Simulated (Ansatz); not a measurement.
## Convergence study of zone-centre phonons against the mesh for HfB2 (P6/mmm, 3 atoms in the cell)

```xyz
3
Lattice="1.5747 -2.7275 0.0000 1.5747 2.7275 0.0000 0.0000 0.0000 3.4904" Properties=species:S:1:pos:R:3 pbc="T T T"
Hf     0.0000     0.0000     0.0000
B      1.5747     0.9092     1.7452
B      1.5747    -0.9092     1.7452
```

Method: PBE, PAW files (plane waves; Ansatz, an electronic-structure program).

Base settings: basis.ecutwfc = 420 eV; kpoints.mp_grid.grid = 12 12 10; hamiltonian.xc = pbe; hamiltonian.pseudopotentials = {kind: paw} (the program's default PAW files); scf.occupations.method = gaussian; scf.occupations.width = 0.1 eV.

In this ladder: phonons.method = dfpt.

Frequencies are those of the unrelaxed cell, without the LO-TO term of polar crystals.

Only quantities that move along the ladder and can be compared are tabulated.

Core times come from one kind of shared machine, to one figure; runs under 30 s give none.

The starting cell has typed, rounded lattice constants, without a prior relaxation at this level. Its lattice was rescaled by up to half a per cent.

| kpoints.mp_grid.grid | highest zone-centre frequency (cm⁻¹) | lowest optical frequency (cm⁻¹) | core time / last (rough) |
|---|---|---|---|
| 3 3 3 | 603.8 | 432.9 | – |
| 4 4 3 | 781.9 | 424.3 | – |
| 5 5 4 | 828.4 | 426.2 | – |
| 6 6 5 | 749.4 | 435.7 | – |
| 8 8 6 | 759.8 | 430.5 | – |
| 9 9 7 | 795.8 | 431.5 | – |
| 11 11 9 | 795.9 | 435.2 | 0.04 |
| 14 14 11 | 792.8 | 434.5 | 0.07 |
| 18 18 14 | 790.3 | 434.3 | 0.1 |
| 22 22 17 | 792.2 | 434.0 | 0.4 |
| 27 27 21 | 792.3 | 434.3 | 1 |

Coarsest kpoints.mp_grid.grid that holds the highest zone-centre frequency within 1 cm⁻¹ of the last step, with all finer ones: 22 22 17, at about 0.4 of the last step's time; the step before is off by 2.0 cm⁻¹.

Coarsest kpoints.mp_grid.grid that holds the lowest optical frequency within 1 cm⁻¹ of the last step, with all finer ones: 11 11 9, at about 0.04 of the last step's time; the step before is off by 2.8 cm⁻¹.

Keys are those of Ansatz 0.2.
